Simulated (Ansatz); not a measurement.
Consider Ru in the hcp (Mg type) structure (space group P6_3/mmc, No. 194; relaxed with 0.1 eV smearing).

```yaml
crystal:
  lattice:
    - [2.67558, 0.00000, 0.00000]
    - [-1.33779, 2.31712, 0.00000]
    - [0.00000, 0.00000, 4.22371]
  atoms:
    - { symbol: Ru, position: [0.66667, 0.33333, 0.75000] }
    - { symbol: Ru, position: [0.33333, 0.66667, 0.25000] }
```

Cartesian axes are those of the cell as printed.

The values are results of LDA (Ansatz, a program for electronic structure; PAW; 420 eV plane waves; without spin-orbit coupling), not measurements.

For the base:

```
Property  Result
--------  ------
Band gap    zero
```

Modification: uniaxial strain ε_xx = −1.50 %, all other strain components held at zero, atoms relaxed at fixed cell.

Task: Predict the new stress.

Result: The stress (xx, yy, zz, yz, xz, xy; compression positive) is (10.6, 3.4, 3.2, 0.0, 0.0, 0.0) GPa.

Task: How does this affect the energy relative to the base?

Result: The energy grows by 6.3 meV/atom.

Task: Predict the new band gap.

Result: The band gap stays zero.

Whether these cells are dynamically stable was not tested. All final runs are without spin polarisation.
